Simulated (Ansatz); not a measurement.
Functionals compared on OH on the 1x1 (10-10) surface of wurtzite GaN (cut with top plane Ga + N), one in a 2x1 cell, started at the site 'hollow Ga', in Ansatz (plane waves, PAW). The structure was relaxed with PBE; the other rows are single points on it, each with its references at the same level. Cutoff 420 eV (500 eV for r2SCAN). The points keep PBE's geometry, so the relaxation of a polaron and the settling of charge on one site are left out.

Host crystal: wurtzite GaN, with a band gap (PBE, scalar-relativistic without spin-orbit coupling).

Set-up: 34 atoms, 9.3 Å thick at the start under the adsorbate (thin: gaps and levels are the slab's own); mesh 3x4x1; 0.01 eV smearing; dipole correction on; 16 atoms held, the rest relaxed; no symmetry held; spin-polarised, ending with about 1.0 μB a cell; orders that need a larger cell were not tried, no spin-orbit, no U, no dispersion correction. At the end it is bonded to Ga. In PBE it is, or lies within 0.03 eV of, the lowest of the starts that converged. These notes are the PBE run's. r2SCAN: The program's check for a lower electronic state was not made. Adsorption energies are against H2O(g) − ½ H2(g). A negative adsorption energy means that the adsorbate is more stable on the surface than in its reference.

| functional | adsorption energy (eV) | magnetic moment of the cell (μB) | rough cost of the single point |
|---|---|---|---|
| PBE | 0.44 | 1.00 | – |
| RPBE | ? | 1.00 | about 6 core-minutes (a rough figure) |
| r2SCAN | 0.10 | 1.00 | around 9 core-minutes (rough) |

Question: Fill in the missing entries.

Answer: 
- RPBE, adsorption energy (eV): 0.47

Ansatz is an electronic-structure program.
